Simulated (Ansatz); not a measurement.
Structures of equal composition on the (0001) surface of 4H silicon carbide (Si plane on top): 2x2 C adatom at H3; 2x2 C adatom at T1; 2x2 C adatom at T4. The slabs share one bottom face, and each structure is named by its start. These are constructed structures in small cells; real faces may alloy, dewet or reconstruct in larger ones, and not all known structures of the face are among them. Slabs of about 10 Å, Fermi-Dirac smearing of 0.025 eV. Bottom of the slabs: H caps. Relaxed from the named starts with such symmetry as they have, on meshes of like density; energies extrapolated to zero smearing; spin only where a row says so; no spin-orbit coupling, no U. Brackets mark spin-polarised runs, whose order is one that fits the cell. Where a second, spin-polarised start was run, the lower counts.

These are PBE (plane waves to 420 eV, PAW; Ansatz, an electronic-structure program) values and carry that method's errors.

### Question
Rank these by energy per 1x1 cell (lowest first), as PBE gives it.

### Answer
2x2 C adatom at H3 (0.000 eV), 2x2 C adatom at T4 (0.031 eV), 2x2 C adatom at T1 (0.976 eV [spin, 4.0 μB a cell], no gap on the mesh)
